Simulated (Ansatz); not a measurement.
Take MgS in the rock salt structure (space group Fm-3m, No. 225; a = 5.203 Å) as the base.

All numbers come from r2SCAN (Ansatz, a program for electronic structure; PAW; 500 eV plane waves; without spin-orbit coupling).

Strains are applied to the cell and any free atomic positions relax.

One change was made to it. Results:

The energy goes up by 8.5 meV/atom; the smallest direct gap decreases by 0.365 eV, from 4.64 eV to 4.28 eV; the valley order (the lowest conduction-band minima on the path, energy above the VBM, named in the base's zone) changes from X along ⟨100⟩ 3.46 eV; Γ 4.64 eV to X along ⟨100⟩ 3.37 eV; Γ 4.28 eV; the pressure goes from zero to -3.25 GPa.

Question: Which of these changes matches the shifts?
A) isotropic strain +2.50 %
B) isotropic strain +3.00 %
C) isotropic strain +2.00 %
D) isotropic strain +1.50 %
E) isotropic strain +0.50 %

Answer: D, isotropic strain +1.50 %. For comparison, the valley order in the other runs: isotropic strain +0.50 % gives X along ⟨100⟩ 3.43 eV; Γ 4.52 eV; isotropic strain +3.00 % gives X along ⟨100⟩ 3.27 eV; Γ 3.94 eV; isotropic strain +2.00 % gives X along ⟨100⟩ 3.33 eV; Γ 4.16 eV; isotropic strain +2.50 % gives X along ⟨100⟩ 3.30 eV; Γ 4.05 eV.

No phonon test of stability was made.
